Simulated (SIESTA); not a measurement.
Input and output of a relaxation of cell and atoms for Ag (Fm-3m, 1 atom in the cell) (SIESTA).

Method of the run: GGA PBE, numerical atomic orbitals DZP, PseudoDojo PBE standard norm-conserving potentials (rewritten from UPF to PSML) (SIESTA 5.4.2).

```
Ag
1.0
    0.00000     2.04500     2.04500
    2.04500     0.00000     2.04500
    2.04500     2.04500     0.00000
Ag
1
Direct
  0.00000   0.00000   0.00000
```

Reference input (self-consistent single point, DFT, GGA PBE, numerical atomic orbitals DZP, PseudoDojo PBE standard norm-conserving potentials (rewritten from UPF to PSML)): XC.functional = GGA; XC.authors = PBE; potentials = PseudoDojo PBE standard; PAO.BasisSize = DZP; PAO.EnergyShift = 0.01 Ry; MeshCutoff = 400 Ry; kgrid.MonkhorstPack = 14 14 14; OccupationFunction = MP; OccupationMPOrder = 0; ElectronicTemperature = 0.1 eV; MaxSCFIterations = 150; SCF.Mixer.Method = Pulay. This run's input differs from it in these lines:

```diff
@@ -40,2 +40,7 @@
 Diag.ParallelOverK           true
+MD.TypeOfRun                 FIRE
+MD.Steps                     40
+MD.MaxForceTol               0.02 eV/Ang
+MD.VariableCell              true
+MD.MaxStressTol              0.05 GPa
 WriteForces                  true
```

Output, abridged:

```
        iscf     Eharris(eV)        E_KS(eV)     FreeEng(eV)     dDmax    Ef(eV) dHmax(eV)
   scf:    1    -4203.634805    -4213.033688    -4213.036543  1.032982 -0.100311 12.789433
   scf:    2    -4219.201093    -4216.684600    -4216.685679  0.637145 -1.403133  4.373639
   scf:    3    -4217.331739    -4217.128464    -4217.129832  0.224445 -1.918669  0.293739
   scf:    4    -4217.117929    -4217.125797    -4217.127314  0.033165 -2.039910  0.369633
   scf:    5    -4217.131234    -4217.129757    -4217.131092  0.033724 -2.035119  0.019714
   scf:    6    -4217.129757    -4217.129759    -4217.131103  0.001615 -2.035192  0.004533
   scf:    7    -4217.129756    -4217.129757    -4217.131104  0.000344 -2.035288  0.000037
   scf:    8    -4217.129757    -4217.129757    -4217.131104  0.000003 -2.035283  0.000021
SCF Convergence by DM+H criterion
max |DM_out - DM_in|         :     0.0000028630
max |H_out - H_in|      (eV) :     0.0000206740
SCF cycle converged after 8 iterations

Using DM_out to compute the final energy and forces

siesta: E_KS(eV) =            -4217.1298

siesta: E_KS - E_eggbox =     -4217.1298

siesta: Atomic forces (eV/Ang):
     1   -0.000000   -0.000000   -0.000000
   Tot   -0.000000   -0.000000   -0.000000
   Max    0.000000
   Res    0.000000    sqrt( Sum f_i^2 / 3N )
   Max    0.000000    constrained

Stress tensor Voigt[x,y,z,yz,xz,xy] (kbar):      -31.33      -31.33      -31.33       -0.24       -0.24       -0.24
(Free)E + p*V (eV/cell)    -4216.7967
Target enthalpy (eV/cell)    -4217.1311

siesta: Stress tensor (static) (eV/Ang**3):
        -0.019552   -0.000148   -0.000148
   [... lines left out ...]
siesta: Pressure (static):         31.32653745  kBar
siesta: Pressure (total):         31.32653745  kBar
No target stress found, assuming hydrostatic MD.TargetPressure.
Target stress (kBar)
outcell: Cell volume (Ang**3)        :     17.7532
        iscf     Eharris(eV)        E_KS(eV)     FreeEng(eV)     dDmax    Ef(eV) dHmax(eV)
siesta: Pressure (static):         -0.38432845  kBar
siesta: Pressure (total):         -0.38432845  kBar
outcell: Cell volume (Ang**3)        :     17.7532
siesta: FreeEng =     -4217.137268
   [... lines left out ...]
               4dz2    4dxz    4dx2-y2
   1 19.000   2.006   0.962  -0.204   2.008   2.008   2.008   0.231   0.231
              0.231   1.767   1.767   1.799   1.767   1.799   0.126   0.126

              0.120   0.126   0.120

mulliken: Qtot =       19.000

Mulliken Atomic Populations:
Atom #   charge [q] valence [e]  Species
     1    -0.000000   19.000000  Ag
 Total    -0.000000
```

The run converged. 

Summary of the result:
- Free energy E − TS: -4217.1373 eV
- Fermi level (on the code's own zero): -2.15 eV
- Pressure: -0.04 GPa
- Final cell: a = b = c = 2.929 Å, α = β = γ = 59.98°
- Final volume per atom: 17.75 Å³
- Relaxation steps: 21

The starting cell has typed, rounded lattice constants, without a prior relaxation at this level. Values carry the incompleteness of an atom-centred basis.

Cost on one core of a shared machine: roughly 5 min.
